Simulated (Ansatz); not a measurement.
# CoSn under a change: Sn → W

Start from CoSn (space group P6/mmm, No. 191; a = 5.2416 Å, c = 4.1879 Å; non-magnetic).

Modification: full substitution Sn → W; the structure is relaxed again.

Level of theory: DFT with r2SCAN, PAW potentials and a 500 eV plane-wave cutoff in Ansatz (a first-principles code), no spin-orbit coupling. k-mesh 11×11×11 (Γ-centred); smearing 0.05 eV (Fermi–Dirac), for the changed cell.

```json
[
 {"quantity": "volume per atom", "base": "16.61 Å³", "changed": "14.18 Å³", "shift": "-2.43 Å³"},
 {"quantity": "density", "base": "8.88 g/cm³", "changed": "14.22 g/cm³", "shift": "+5.34 g/cm³"},
 {"quantity": "lattice parameter a", "base": "5.242 Å", "changed": "4.814 Å", "shift": "-0.428 Å"},
 {"quantity": "c/a ratio", "base": "0.799", "changed": "0.881", "shift": "+0.082"},
 {"quantity": "space group", "base": "P6/mmm (No. 191)", "changed": "P6/mmm (No. 191)", "shift": "–"},
 {"quantity": "shortest interatomic distance", "base": "2.583 Å", "changed": "2.407 Å", "shift": "-0.1767 Å"},
 {"quantity": "band gap", "base": "zero", "changed": "zero", "shift": "–"}
]
```

No phonon test of stability was made. As relaxed here, CoW is a hypothetical phase, not in the database extracts checked. Starting moments died away, wholly or in part, for Sn → W and the base; another magnetic solution may exist. The final runs are not spin-polarised.
